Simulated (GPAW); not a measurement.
**How far to go with the k-point mesh: Nb (Im-3m, 1 atom in the cell)**

```
Nb
1.0
   -1.65825     1.65825     1.65825
    1.65825    -1.65825     1.65825
    1.65825     1.65825    -1.65825
Nb
1
Cartesian
  0.00000   0.00000   0.00000
```

Computed with PBE, GPAW PAW datasets PBE (gpaw-data 1.0.1) (plane waves; GPAW 25.7.0).

Base settings: mode = pw; ecut = 600 eV; xc = PBE; kpts = 10 10 10; mesh shift (steps) = 0 0 0; occupations.name = fermi-dirac; occupations.width = 0.1 eV; nbands = -7; convergence.density = 1e-05 e/electron; convergence.energy = 1e-05 eV/electron.

The second cell is the first with its lattice scaled by 0.98.

Only quantities that move along the ladder and can be compared are tabulated.

The count of work is k-points × plane waves × bands × iterations; it is no time. Core times come from one kind of shared machine, to one figure; runs under 30 s give none.

The starting cell has typed, rounded lattice constants, without a prior relaxation at this level. Its lattice was rescaled by up to half a per cent. Spin polarisation is off.

Steps (kpts): 2 2 2; 3 3 3; 4 4 4; 5 5 5; 6 6 6; 7 7 7; 8 8 8; 10 10 10; 11 11 11; 13 13 13; 20 20 20; 22 22 22; 27 27 27.

Q: What is the coarsest kpts that holds the free energy within 0.5 meV/atom of the last step, with all finer ones?

A: 20 20 20; the step before is off by 2.5 meV/atom.

Q: What is the coarsest kpts that holds the pressure within 0.1 GPa of the last step, with all finer ones?

A: 20 20 20; the step before is off by 0.26 GPa.

Q: What is the coarsest kpts that holds the energy of the compressed cell less the first within 1 meV/atom of the last step, with all finer ones?

A: 20 20 20; the step before is off by 2.3 meV/atom.

| kpts | free energy less the last step's (meV/atom) | energy of the compressed cell less the first (meV/atom) | pressure (GPa) | count of work / last | core time / last (rough) |
|---|---|---|---|---|---|
| 2 2 2 | -1033.82 | -120.98 | -22.06 | 0.0049 | – |
| 3 3 3 | -129.41 | 16.80 | -2.35 | 0.0071 | – |
| 4 4 4 | -31.83 | 53.17 | 1.65 | 0.014 | – |
| 5 5 5 | 44.98 | 19.68 | -2.16 | 0.015 | – |
| 6 6 6 | 21.66 | 7.49 | -3.64 | 0.026 | – |
| 7 7 7 | 8.93 | 27.57 | -1.05 | 0.032 | – |
| 8 8 8 | -23.70 | 28.54 | -1.34 | 0.047 | – |
| 10 10 10 | 17.46 | 26.71 | -1.17 | 0.10 | – |
| 11 11 11 | 4.55 | 29.13 | -1.08 | 0.11 | – |
| 13 13 13 | -2.49 | 23.28 | -1.81 | 0.25 | 0.3 |
| 20 20 20 | 0.46 | 25.41 | -1.55 | 0.46 | 0.5 |
| 22 22 22 | -0.24 | 25.91 | -1.50 | 0.54 | 0.7 |
| 27 27 27 | 0.00 | 25.55 | -1.55 | 1.0 | 1 |
